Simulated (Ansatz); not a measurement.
An Ansatz (an electronic-structure program) input (r2SCAN in Ansatz (plane waves to 500 eV, PAW, no spin-orbit coupling), earlier PAW set):

Ansatz 0.2 input:
```yaml
crystal:
  lattice:
    - [0, 2.3879400694, 2.3879400694]
    - [2.3879400694, 0, 2.3879400694]
    - [2.3879400694, 2.3879400694, 0]
  atoms:
    - { symbol: Sb, position: [0, 0, 0] }
basis: { ecutwfc: 500, ecutrho_ratio: 4, xc_grid: 4, fft_grid_basis: typed }
kpoints: { mp_grid: { grid: [17, 17, 17] } }
hamiltonian:
  xc: r2scan
  dispersion: none
  pseudopotentials: { azcp: { folder: ./paw }, kind: paw }
scf: { occupations: { method: fermi_dirac, width: 0.05 }, convergence: { dr2_threshold: 0.0000000001 } }
output: { forces: true, stress: true }
checkpoint: { write: state.ck, write_every: 1000 }
```

Which symmetry and how many k-points will the program report, and about how many plane waves at Γ?

Space group Fm-3m (ITA 225) with 48 operations, k-points 165 of 4913, and 701 plane waves at Γ.

Stability against distortions was not tested. The cell was made from Pd by this change: Pd → Sb; the result is a model cell. This is not the structure that Sb has at room temperature and ambient pressure.
